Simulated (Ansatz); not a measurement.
For HgO (model structure, started from the litharge type, P4/nmm, No. 129, 4 atoms in the cell), PBEsol in Ansatz (plane waves, PAW) gives:

| Item | Result |
|---|---|
| lattice parameter a | 4.364 Å |
| c axis length | 3.247 Å |

Q: What does PBE-D3(BJ) (Ansatz, a first-principles code, PAW) give for the same quantities?

A: 
- lattice constant a: 4.400 Å (goes up by 0.8 %)
- lattice parameter c: 3.289 Å (grows by 1.3 %)

Changes are worked out from the printed values.

Unless a cell is named, each level is at its own relaxed cell (PBEsol 15.46, PBE-D3(BJ) 15.91 Å³/atom).

Levels without +SOC leave out spin–orbit coupling, which shifts energies and cells of such heavy elements.

Ansatz's density-functional and Hartree–Fock values are scalar-relativistic unless marked +SOC, with PAW data made under PBE.

A model structure was made by putting elements into a prototype or built by hand; it is no filed structure, need not be a known phase, and can be a saddle point held by its symmetry.
